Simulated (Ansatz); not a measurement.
Input:

```
CELL_PARAMETERS angstrom
      0.00000     2.42817     2.42817
      2.42817     0.00000     2.42817
      2.42817     2.42817     0.00000
ATOMIC_POSITIONS crystal
  N  0.00000 0.00000 0.00000
  Y  0.50000 0.50000 0.50000
```

No spin polarisation.

Computed with PBEsol/PAW in Ansatz (a quantum-chemistry and plane-wave program), spin-orbit coupling left out, earlier PAW set. Γ-centred 12×12×12 mesh, Fermi–Dirac width 0.05 eV.

Predict the gap character, band gap, space group and hole mass.


- Gap character: indirect, Γ → X
- Band gap: 0.07 eV
- Space group: Fm-3m (No. 225)
- Hole mass (degenerate bands, along [100]): 0.16, 0.99, 0.99 mₑ (at Γ)

Effective masses come from finite differences of ±0.01 Å⁻¹. Whether these cells are dynamically stable was not tested. The cell was made from TaN by this change: Ta → Y. The zero or small gap of YN can change with the level of theory.
